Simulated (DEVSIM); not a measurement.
System: abrupt CdTe n-p junction, at 400 K.

Layer 1 from the left is CdTe, thickness (μm) 0.820, Nd (cm⁻³) 2.6e17, τn (s) 2.9e-8, τp (s) 2.9e-8. Layer 2 from the left is CdTe, thickness (μm) 53.0, Na (cm⁻³) 1.6e17, τn (s) 2.9e-8, τp (s) 2.9e-8.

Left contact: ohmic. Right contact: ohmic. Voltage is applied to the left contact. Recombination: SRH at mid-gap. Mobility is μmin + (μ − μmin)/(1 + (N/Nref)^α).

Constants are typed, rounded textbook-type inputs, not results; the design itself was drawn at random and stands for no fabricated device. Values at 300 K; Nc and Nv go as T^1.5, mobilities as T to minus their exponent, the gap by Varshni's rule with the affinity fixed.

CdTe: gap (eV) 1.5, affinity (eV) 4.28, permittivity 10.2, Nc (cm⁻³) 8e17, Nv (cm⁻³) 1.8e19, μn (cm²/Vs) 1000, μp (cm²/Vs) 80, μn,min 100, μp,min 10, Nref,n 1e17, Nref,p 1e17, αn 0.6, αp 0.6, T exponent of μn 1.7, T exponent of μp 1.5, Varshni α (eV/K) 0.00031, Varshni β (K) 108.

**Question.** Estimate by hand the built-in potential, the peak field at zero bias, the capacitance at 1.5 V, and compare with a numerical solution.

**Answer.** 
- Built-in potential: ni = √(Nc Nv) exp(−Eg/2kT) = 3.17e9 cm⁻³ with Eg = 1.471 eV; Vbi = kT/q ln(Na Nd/ni²) = 1.239 V; numerical 1.239 V.
- Peak field at zero bias: depletion approximation: W = √(2εVbi/(qN)) = 0.119 μm with N = 9.90e16 cm⁻³; field = 2Vbi/W = 209000 V/cm; numerical 203000 V/cm (estimate above by 2.9 %).
- Capacitance at 1.5 V: C = √(qεN / 2(Vbi + |V|)) = 51.1 nF/cm²; numerical 51.8 nF/cm² (estimate below by 1.3 %).

Model (solved in DEVSIM): 1D drift-diffusion, Boltzmann statistics, complete ionisation; no tunnelling, impact ionisation, image-force lowering or self-heating.
